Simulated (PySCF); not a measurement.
PySCF 2.14.0, TPSSH/def2-svp, df: Si(H)(Cl) ([SiH]Cl), 3 atoms. The geometry is a generated start, not checked to be a minimum at this level.

```yaml
task: energy
method: tpssh
basis: def2-svp
two_electron_scheme: density fitting
mol.max_memory: 3000 MB
mf.max_cycle: 100
mf.conv_tol: 1e-09 (default)
mf.grids.level: 3 (default)
basis_functions: 41
grid_points: 47872
```

```xyz
3

Si     0.1657    -0.0570     0.7762
H      1.2097    -0.3052    -0.2468
Cl    -1.3753     0.3623    -0.5294
```

With the defaults (mf.diis = true, mf.DIIS = CDIIS, mf.level_shift = 0, newton = off, mf.diis_space = 8, mf.init_guess = minao, mf.damp = 0, mf.diis_start_cycle = 1) it converges in 10 Fock builds. One run each on 2 threads, 1 BLAS thread, with these changes:
- mf.init_guess = atom
- mf.DIIS = ADIIS
- mf.diis_space = 5
- mf.level_shift = 0.3 Hartree
- mf.DIIS = EDIIS
- mf.diis = false
- mf.diis_space = 12
- mf.damp = 0.3, mf.diis_start_cycle = 4
- newton = Hessian by the SCF's own integrals

Problem. Which runs fail or end elsewhere than the default run?

Solution. No convergence: mf.diis = false (the run ends without SCF convergence in 100 cycles). The rest reach the solution of the defaults.

| setting | Fock builds | end |
|---|---|---|
| the defaults | 10 | same solution |
| mf.diis_space = 12 | 10 | same solution |
| mf.init_guess = atom | 10 | same solution |
| mf.diis_space = 5 | 10 | same solution |
| mf.damp = 0.3, mf.diis_start_cycle = 4 | 13 | same solution |
| mf.level_shift = 0.3 Hartree | 15 | same solution |
| mf.DIIS = ADIIS | 16 | same solution |
| newton = Hessian by the SCF's own integrals | 21 | same solution |
| mf.DIIS = EDIIS | 75 | same solution |
| mf.diis = false | 101 | no convergence |

Under newton the count holds the products with the orbital Hessian.
